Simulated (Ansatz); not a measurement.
**PbSe under a change: isotropic strain +1.00 %**

Take PbSe in the rock salt structure (space group Fm-3m, No. 225; a = 6.1016 Å) as the base.

It is then changed as follows: every lattice vector is stretched by 1.00 %; the atoms relax in the strained cell.

The values are results of PBEsol (Ansatz, a quantum-chemistry and plane-wave program; PAW; 420 eV plane waves; no spin-orbit coupling), not measurements. Γ-centred 9×9×9 mesh, Fermi–Dirac width 0.05 eV.

| quantity | base | changed | shift |
|---|---|---|---|
| volume per atom | 28.39 Å³ | 29.26 Å³ | +0.860 Å³ |
| space group | Fm-3m (No. 225) | Fm-3m (No. 225) | – |
| shortest interatomic distance | 3.051 Å | 3.081 Å | +0.0305 Å |
| energy relative to the base (free energy F) | 0 meV/atom | +4.1 meV/atom | +4.1 meV/atom |
| band gap | 0.17 eV | 0.27 eV | +0.10 eV |
| gap character | direct at L | direct at L | – |
| mean gap deformation potential ΔEg/Δln V | – | +3.3 eV | – |
| electron mass | 0.066 mₑ along k, 0.12 mₑ across (at L) | 0.100 mₑ along k, 0.12 mₑ across (at L) | – |
| hole mass | 0.072 mₑ along k, 0.094 mₑ across (at L) | 0.11 mₑ along k, 0.10 mₑ across (at L) | – |
| valley order (the lowest conduction-band minima on the path, energy above the VBM, named in the base's zone) | L along ⟨111⟩ 0.17 eV; a point along ⟨110⟩, about 0.6 Å⁻¹ from Γ 1.03 eV | L along ⟨111⟩ 0.27 eV; a point along ⟨110⟩, about 0.6 Å⁻¹ from Γ 1.10 eV | – |

Spin-orbit coupling, missing from the scalar runs, can matter with Pb. Masses are band curvatures over ±0.01 Å⁻¹ around the edge. Along k means along the line from Γ to the band edge. Whether these cells are dynamically stable was not tested. A zero or small gap of PbSe can be the functional's error rather than a property of the material.
